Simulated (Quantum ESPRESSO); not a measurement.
# How far to go with the k-point mesh at a smearing width of 0.3 eV: Nb (Im-3m, 1 atom in the cell)

```
Nb
1.0
   -1.65825     1.65825     1.65825
    1.65825    -1.65825     1.65825
    1.65825     1.65825    -1.65825
Nb
1
Direct
  0.00000   0.00000   0.00000
```

Level of theory: PBE, PSlibrary ultrasoft (PBE) pseudopotentials (plane waves; Quantum ESPRESSO 7.5).

Base settings: ecutwfc = 55 Ry; ecutrho = 330 Ry; occupations = smearing; smearing = fermi-dirac; degauss = 0.0073499 Ry; potentials = {Nb: Nb.pbe-spn-rrkjus_psl.1.0.0.UPF}; K_POINTS = automatic 14 14 14 0 0 0; conv_thr = 1e-09 Ry; mixing_beta = 0.3.

In this ladder: degauss = 0.02205 Ry.

Only quantities that move along the ladder and can be compared are tabulated.

The count of work is k-points × plane waves × bands × iterations; it is no time. 

The starting cell has typed, rounded lattice constants, without a prior relaxation at this level. Its lattice was rescaled by up to half a per cent. Spin polarisation is off.

| K_POINTS | free energy less the last step's (meV/atom) | pressure (GPa) | count of work / last |
|---|---|---|---|
| automatic 5 5 5 0 0 0 | 23.72 | 0.17 | 0.010 |
| automatic 6 6 6 0 0 0 | 7.99 | -0.41 | 0.017 |
| automatic 7 7 7 0 0 0 | -6.67 | -0.02 | 0.021 |
| automatic 9 9 9 0 0 0 | 2.45 | -0.08 | 0.036 |
| automatic 10 10 10 0 0 0 | 3.50 | 0.11 | 0.049 |
| automatic 13 13 13 0 0 0 | -0.02 | -0.07 | 0.087 |
| automatic 15 15 15 0 0 0 | 0.07 | -0.05 | 0.12 |
| automatic 18 18 18 0 0 0 | 0.03 | -0.06 | 0.20 |
| automatic 22 22 22 0 0 0 | 0.00 | -0.06 | 0.34 |
| automatic 27 27 27 0 0 0 | -0.01 | -0.06 | 0.58 |
| automatic 33 33 33 0 0 0 | 0.00 | -0.06 | 1.0 |

Coarsest K_POINTS that holds the pressure within 0.1 GPa of the last step, with all finer ones: automatic 13 13 13 0 0 0, at 0.087 of the last step's count of work; the step before is off by 0.17 GPa.

Coarsest K_POINTS that holds the free energy within 2 meV/atom of the last step, with all finer ones: automatic 13 13 13 0 0 0, at 0.087 of the last step's count of work; the step before is off by 3.5 meV/atom.
